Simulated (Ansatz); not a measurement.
Base system: BN in the wurtzite structure (space group P6_3mc, No. 186).

```
BN
1.0
    2.52320     0.00000     0.00000
   -1.26160     2.18516     0.00000
    0.00000     0.00000     4.17514
B N
2 2
Direct
  0.33333   0.66667   0.00030
  0.66667   0.33333   0.50030
  0.33333   0.66667   0.37470
  0.66667   0.33333   0.87470
```

Cartesian axes are those of the cell as printed.

Computed with Ansatz (a quantum-chemistry and plane-wave program) LDA, no spin-orbit coupling.

Now apply this change: tensor shear ε_xz = +1.67 % (engineering shear γ = 0.0334); the atoms relax in the strained cell.

Question: Predict the stress tensor and what it implies for the stiffness.

Answer: Stress of the strained cell less that of the base (GPa, compression positive):
```
   0.00    0.00  -11.51
   0.00    0.20    0.00
 -11.51    0.00    0.31
```

Then −Δσ/γ with γ = 2ε = 0.0334 gives secant stiffness values (nonlinear terms included at this strain): C55 ≈ 345 GPa.

As a check, the harmonic strain energy −½ V₀ Δσ:ε is 6.9 meV/atom; the computed energy rise is 6.9 meV/atom.

Whether these cells are dynamically stable was not tested.
